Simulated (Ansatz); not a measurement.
End structure of CO on the 1x1 (10-10) surface of wurtzite GaN (cut with top plane Ga + N), one in a 2x1 cell, started at the site 'top Ga':

Host crystal: wurtzite GaN, with a band gap (PBE, scalar-relativistic without spin-orbit coupling).

```xyz
34
Lattice="6.4370 0.0000 0.0000 0.0000 5.2431 0.0000 0.0000 0.0000 28.5000" Properties=species:S:1:pos:R:3 pbc="T T T"
Ga     1.6092     5.3905     9.8846
Ga     4.8277     5.3905     9.8846
N      1.6092     1.9573     9.6229
N      4.8277     1.9573     9.6229
Ga     0.0000     2.5832    10.4285
Ga     3.2185     2.5832    10.4285
N      0.0000     4.5528    10.5107
N      3.2185     4.5528    10.5107
Ga     0.0000     5.2433    12.4420
Ga     3.2185     5.2433    12.4420
N      0.0000     1.9626    12.3899
N      3.2185     1.9626    12.3899
Ga     1.6092     2.5945    13.2937
Ga     4.8277     2.5945    13.2937
N      1.6092     4.5739    13.3201
N      4.8277     4.5739    13.3201
Ga     1.6092     5.2292    15.1862
Ga     4.8277     5.2264    15.1993
N      1.6092     1.9555    15.1687
N      4.8277     1.9604    15.1817
Ga     0.0183     2.6078    16.0892
Ga     3.2002     2.6078    16.0892
N      0.0166     4.5794    16.1067
N      3.2019     4.5794    16.1067
Ga    -0.0441     5.2119    17.9922
Ga     3.2626     5.2119    17.9922
N      0.0144     1.9450    17.9674
N      3.2041     1.9450    17.9674
Ga     1.6092     2.3545    19.1153
Ga     4.8277     2.7388    18.5921
N      1.6092     4.6217    19.0126
N      4.8277     4.5589    18.8445
C      1.6092     0.3026    20.1110
O      1.6092     0.0239    21.2770
```

Model: 34-atom slab, 9.3 Å thick at the start under the adsorbate (thin: gaps and levels are the slab's own), 3x4x1 mesh, Fermi-Dirac 0.01 eV, dipole correction, single point; on the structure that PBE left under its start's symmetry; no spin, no spin-orbit, no U, no dispersion correction. At the end it is bonded to Ga + N. In PBE it is, or lies within 0.03 eV of, the lowest of the starts that converged; the order may differ at this level.

A negative adsorption energy means that the adsorbate is more stable on the surface than in its reference.

Q: What adsorption energy against CO(g) at the same level does r2SCAN, at the PBE geometry run with Ansatz (a program for electronic structure) give?

A: -0.63 eV

Q: Predict the change of the step from the bottom to the top vacuum level, against the clean slab from r2SCAN, at the PBE geometry.

A: 1.59 eV
